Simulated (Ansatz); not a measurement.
Start from GaN (space group Pm-3n, No. 223; a = 5.571 Å; a hypothetical phase, not in the database extracts checked).

(Cell as relaxed with PBE.)

Levels (all Ansatz, a quantum-chemistry and plane-wave program, PAW): PBE (420 eV, spin-orbit coupling left out); PBEsol (420 eV, no SOC).

Each level relaxes its own structure.

```tsv
base	PBE	PBEsol
volume per atom	14.41 Å³	13.96 Å³
lattice parameter a	5.571 Å	5.513 Å
band gap	1.50 eV	1.56 eV
```

One thing is altered: cell and atoms relaxed at a pressure of 0.3 GPa.

```json
[
 {"quantity": "shift of the gap caused by the change", "PBE": "+0.01 eV", "PBEsol": "+0.01 eV"},
 {"quantity": "band gap", "PBE": "1.51 eV", "PBEsol": "1.57 eV"},
 {"quantity": "electron mass", "PBE": "0.19 mₑ (at Γ)", "PBEsol": "0.20 mₑ (at Γ)"},
 {"quantity": "volume per atom", "PBE": "14.38 Å³", "PBEsol": "13.94 Å³"}
]
```

PBE's band gap lies 0.06 eV below PBEsol's; PBE's volume per atom lies 0.44 Å³ above PBEsol's (3.2 %); the two agree on the shift of the gap caused by the change. Neither level is exact; PBEsol is the comparison here, not a measurement.

Load acts through the strain it causes; cell and atoms are relaxed under it. Effective masses come from finite differences of ±0.01 Å⁻¹. No phonon test of stability was made.
